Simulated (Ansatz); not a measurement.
For PtSe2 (model structure, started from the rutile type, P4₂/mnm, No. 136, 6 atoms in the cell), PBE (PAW; Ansatz, an electronic-structure program) gives:

| Property | Value |
|---|---|
| lattice parameter a | 5.782 Å |
| lattice parameter c | 4.023 Å |

Task: What does PBE-D3(BJ) (Ansatz, plane waves, PAW) give for the same quantities?

Result: 
- lattice constant a: 5.688 Å (drops by 1.6 %)
- lattice parameter c: 4.010 Å (decreases by 0.3 %)

Changes are worked out from the printed values.

Unless a cell is named, each level is at its own relaxed cell (PBE 22.42, PBE-D3(BJ) 21.63 Å³/atom).

Levels without +SOC leave out spin–orbit coupling, which shifts energies and cells of such heavy elements.

Ansatz's density-functional and Hartree–Fock values are scalar-relativistic unless marked +SOC, with PAW data made under PBE.

A model structure was made by putting elements into a prototype or built by hand; it is no filed structure, need not be a known phase, and can be a saddle point held by its symmetry.
